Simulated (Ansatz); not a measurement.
Cubic perovskite CsPbBr3 (cubic high-temperature phase), treated with HSE06 (plane waves, PAW; Ansatz, a program for electronic structure).

Run with plane-wave cutoff 460 eV, 4×4×4 k mesh, Fermi–Dirac smearing 0.01 eV, scalar-relativistic PAW data made under PBE.

The cell has the measured lattice: a = 5.874 Å, b = 5.874 Å, c = 5.874 Å, α = 90.00°, β = 90.00°, γ = 90.00°.

Q: What does this level give for the band gap and direct gap at Γ?

A: 
* **band gap**: 2.12 eV (on the SCF k mesh)
* **direct gap at Γ**: 6.19 eV

Note: held by symmetry at 0 K, a high-temperature phase can be a saddle point; cell and atoms aren't relaxed at this level (pressure 1.1 GPa).

Spin–orbit coupling is not included; with these elements it can move the gap by several tenths of an eV or more.

Computed values are for the static lattice.

It cost about 2.4 core-minutes (a rough figure) of CPU time.
